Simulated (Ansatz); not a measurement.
End structure of NH3 on the 1x1 (10-10) surface of wurtzite ZnO (cut with top plane O + Zn), one in a 2x1 cell, started at the site 'hollow O-O-Zn-Zn-Zn':

Host crystal: wurtzite ZnO, with a band gap (PBE, scalar-relativistic without spin-orbit coupling).

```yaml
crystal:
  lattice:
    - [6.55898, 0.00000, 0.00000]
    - [0.00000, 5.29379, 0.00000]
    - [0.00000, 0.00000, 28.50000]
  atoms:
    - { symbol: O, position: [0.25000, 0.37743, 0.33452] }
    - { symbol: O, position: [0.75000, 0.37743, 0.33452] }
    - { symbol: Zn, position: [0.25000, 0.03125, 0.34633] }
    - { symbol: Zn, position: [0.75000, 0.03125, 0.34633] }
    - { symbol: O, position: [0.00000, 0.87215, 0.36753] }
    - { symbol: O, position: [0.50000, 0.87215, 0.36753] }
    - { symbol: Zn, position: [0.00000, 0.49479, 0.36289] }
    - { symbol: Zn, position: [0.50000, 0.49479, 0.36289] }
    - { symbol: O, position: [0.00000, 0.37176, 0.43285] }
    - { symbol: O, position: [0.50000, 0.37176, 0.43285] }
    - { symbol: Zn, position: [0.00000, 0.99599, 0.43628] }
    - { symbol: Zn, position: [0.50000, 0.99599, 0.43628] }
    - { symbol: O, position: [0.25000, 0.87015, 0.46746] }
    - { symbol: O, position: [0.75000, 0.87015, 0.46746] }
    - { symbol: Zn, position: [0.25000, 0.49048, 0.46515] }
    - { symbol: Zn, position: [0.75000, 0.49048, 0.46515] }
    - { symbol: O, position: [0.24944, 0.36972, 0.53215] }
    - { symbol: O, position: [0.74931, 0.37206, 0.53283] }
    - { symbol: Zn, position: [0.24960, 0.99106, 0.53446] }
    - { symbol: Zn, position: [0.74949, 0.99270, 0.53453] }
    - { symbol: O, position: [0.99966, 0.87148, 0.56694] }
    - { symbol: O, position: [0.49933, 0.87160, 0.56701] }
    - { symbol: Zn, position: [0.00240, 0.49347, 0.56464] }
    - { symbol: Zn, position: [0.49632, 0.49357, 0.56468] }
    - { symbol: O, position: [0.00228, 0.37268, 0.63241] }
    - { symbol: O, position: [0.49528, 0.37283, 0.63251] }
    - { symbol: Zn, position: [0.99950, 0.99185, 0.63522] }
    - { symbol: Zn, position: [0.49885, 0.99207, 0.63538] }
    - { symbol: O, position: [0.24907, 0.87591, 0.66708] }
    - { symbol: O, position: [0.74931, 0.87539, 0.66587] }
    - { symbol: Zn, position: [0.24860, 0.51326, 0.66603] }
    - { symbol: Zn, position: [0.74891, 0.52963, 0.65086] }
    - { symbol: N, position: [0.24512, 0.28471, 0.72574] }
    - { symbol: H, position: [0.36870, 0.30274, 0.74723] }
    - { symbol: H, position: [0.11744, 0.30030, 0.74600] }
    - { symbol: H, position: [0.24741, 0.10229, 0.71010] }
```

Model: 36-atom slab, 9.4 Å thick at the start under the adsorbate (thin: gaps and levels are the slab's own), 3x4x1 mesh, Fermi-Dirac 0.01 eV, dipole correction, single point; no symmetry held, on the structure that PBE left; no spin, no spin-orbit, no U, no dispersion correction. At the end it is bonded to Zn. In PBE it is, or lies within 0.03 eV of, the lowest of the starts that converged; the order may differ at this level.

A negative adsorption energy means that the adsorbate is more stable on the surface than in its reference.

### Question
What change of the step from the bottom to the top vacuum level, against the clean slab does r2SCAN, at the PBE geometry (Ansatz, a quantum-chemistry and plane-wave program) give?

### Answer
-2.11 eV

### Question
Estimate the adsorption energy against NH3(g) at the same level that r2SCAN, at the PBE geometry returns for this input.

### Answer
-1.17 eV
